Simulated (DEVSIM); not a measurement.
Structure: Si p+/n-/n+ power diode, at 250 K.

```
layer (left to right)  material  thickness (μm)  Nd (cm⁻³)  Na (cm⁻³)  τn (s)  τp (s)
---------------------  --------  --------------  ---------  ---------  ------  ------
1                            Si            1.20          -       1e18  7.5e-5  7.5e-5
2                            Si            68.0     4.1e14          -  7.5e-5  7.5e-5
3                            Si            1.50     1.6e18          -  7.5e-5  7.5e-5
```

Left contact: ohmic. Right contact: ohmic. Voltage is applied to the left contact. Recombination: SRH at mid-gap. Gap narrowing is on: ΔEg = 6.92 meV × (l + √(l² + 0.5)), l = ln(N/1.3e17 cm⁻³), shared equally by both band edges. Mobility is constant in doping.

This is a model device: material constants are rounded textbook-type values typed into the input, and sizes, dopings and lifetimes were drawn at random. Values at 300 K; Nc and Nv go as T^1.5, mobilities as T to minus their exponent, the gap by Varshni's rule with the affinity fixed.

```csv
parameter,Si
gap (eV),1.124
affinity (eV),4.05
permittivity,11.7
Nc (cm⁻³),2.86e19
Nv (cm⁻³),3.1e19
μn (cm²/Vs),1417
μp (cm²/Vs),470
T exponent of μn,2.3
T exponent of μp,2.2
Varshni α (eV/K),0.000473
Varshni β (K),636
```

Model (solved in DEVSIM): 1D drift-diffusion, Boltzmann statistics, complete ionisation; no tunnelling, impact ionisation, image-force lowering or self-heating.

**Question.** Give the dark reverse current.

**Answer.** 
```csv
V (V),J (A/cm²)
-1.00,-9.3e-12
-2.50,-1.7e-11
-5.00,-2.7e-11
-7.50,-3.5e-11
-10.00,-4.1e-11
-15.00,-5.1e-11
-20.00,-6.0e-11
-25.00,-6.8e-11
-32.50,-8.0e-11
-40.00,-8.8e-11
-50.00,-9.9e-11
```
